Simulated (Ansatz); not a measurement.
Defect: interstitial P in hcp Ru, neutral cell. Method: PBE, PAW (plane waves to 420 eV; Ansatz, a first-principles code).

Settings: 36 host sites, the relaxed PBE lattice, a 2×2×2 k-point mesh shifted by half a step along c, smearing 0.10 eV, spin-restricted, no image-charge correction. Static, classical nuclei. Sites that were not tried may lie lower.

Barriers: single points on a 4×4×4 k-point mesh shifted by half a step along c at the bands' geometries.

Relaxed starting cell (atoms counted from 1):

```xyz
37
Lattice="8.1642 0.0000 0.0000 -4.0821 7.0704 0.0000 0.0000 0.0000 8.5861" Properties=species:S:1:pos:R:3 pbc="T T T"
Ru    -0.0139     1.7798     1.2011
Ru    -0.0140     1.5861     5.3476
Ru    -1.3680     3.9364     1.0715
Ru    -1.3838     3.9275     5.3851
Ru    -2.5596     6.1871     1.2008
Ru    -2.7265     6.2839     5.3475
Ru     2.7332     1.5907     1.0980
Ru     2.7454     1.5977     5.2916
Ru     1.3400     3.9364     1.0714
Ru     1.3554     3.9274     5.3851
Ru    -0.0143     6.2822     1.0716
Ru    -0.0142     6.2999     5.3849
Ru     5.4030     1.5908     1.0982
Ru     5.3907     1.5979     5.2913
Ru     4.0679     3.9027     1.0982
Ru     4.0680     3.8883     5.2916
Ru     2.5310     6.1873     1.2011
Ru     2.6981     6.2840     5.3477
Ru     1.3559     0.7954     3.2514
Ru     1.5239     0.8920     7.3982
Ru    -0.0141     3.1908     3.3076
Ru    -0.0140     3.1767     7.5012
Ru    -1.3370     5.4821     3.3075
Ru    -1.3488     5.4889     7.5011
Ru     4.0680     0.7795     3.2139
Ru     4.0680     0.7977     7.5274
Ru     2.6980     3.1522     3.2140
Ru     2.7138     3.1431     7.5271
Ru     1.3085     5.4820     3.3077
Ru     1.3209     5.4891     7.5010
Ru     6.7802     0.7956     3.2516
Ru     6.6121     0.8925     7.3979
Ru     5.4379     3.1523     3.2139
Ru     5.4222     3.1434     7.5273
Ru     4.0679     5.4927     3.2517
Ru     4.0680     5.2996     7.3983
P     -0.0145     0.0051     0.0057
```

End state 1 differs by these moves (Å; atoms that move under 0.08 Å are left out):

```json
[
 {"atom": "1", "element": "Ru", "Δx": "0.00", "Δy": "-0.19", "Δz": "-0.09"},
 {"atom": "2", "element": "Ru", "Δx": "0.00", "Δy": "0.19", "Δz": "-0.09"},
 {"atom": "5", "element": "Ru", "Δx": "-0.17", "Δy": "0.10", "Δz": "-0.09"},
 {"atom": "6", "element": "Ru", "Δx": "0.17", "Δy": "-0.10", "Δz": "-0.09"},
 {"atom": "17", "element": "Ru", "Δx": "0.17", "Δy": "0.10", "Δz": "-0.09"},
 {"atom": "18", "element": "Ru", "Δx": "-0.17", "Δy": "-0.10", "Δz": "-0.09"},
 {"atom": "20", "element": "Ru", "Δx": "0.00", "Δy": "0.00", "Δz": "0.25"},
 {"atom": "21", "element": "Ru", "Δx": "0.00", "Δy": "0.00", "Δz": "-0.16"},
 {"atom": "23", "element": "Ru", "Δx": "0.00", "Δy": "0.00", "Δz": "-0.16"},
 {"atom": "29", "element": "Ru", "Δx": "0.00", "Δy": "0.00", "Δz": "-0.16"},
 {"atom": "32", "element": "Ru", "Δx": "0.00", "Δy": "0.00", "Δz": "0.25"},
 {"atom": "36", "element": "Ru", "Δx": "0.00", "Δy": "0.00", "Δz": "0.25"},
 {"atom": "37", "element": "P", "Δx": "0.00", "Δy": "0.00", "Δz": "-2.14"}
]
```

### Question
Estimate the forward and backward barriers to end state 1 that PBE, PAW returns for this input.

### Answer
forward 1.46 eV, backward 1.46 eV; at the saddle point atom 37 has neighbours 3 Ru at 1.99 Å. The program found a first-order saddle point.
